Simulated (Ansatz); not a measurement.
**CuAu (space group P4/mmm, No. 123)**

```cif
data_AuCu
_chemical_formula_sum 'Cu1 Au1'
_space_group_name_H-M_alt 'P4/mmm'
_space_group_IT_number 123
_space_group_name_Hall '-P 4 2'
_cell_length_a 2.82258
_cell_length_b 2.82258
_cell_length_c 3.56894
_cell_angle_alpha 90.000
_cell_angle_beta 90.000
_cell_angle_gamma 90.000
loop_
_atom_site_label
_atom_site_type_symbol
_atom_site_symmetry_multiplicity
_atom_site_Wyckoff_symbol
_atom_site_fract_x
_atom_site_fract_y
_atom_site_fract_z
_atom_site_occupancy
Cu1 Cu 1 a 0.00000 0.00000 0.00000 1
Au1 Au 1 d 0.50000 0.50000 0.50000 1
```

All numbers come from PBEsol (Ansatz, a program for electronic structure, PAW, no spin-orbit coupling). Γ-centred 16×16×13 mesh, Fermi–Dirac width 0.05 eV.

```yaml
volume_per_atom: 14.22 Å³
density: 15.21 g/cm³
band_gap: zero
total_energy: -9797.991 eV/atom (σ→0; compares only within this code and set-up)
```

No phonon test of stability was made. The final runs are not spin-polarised.
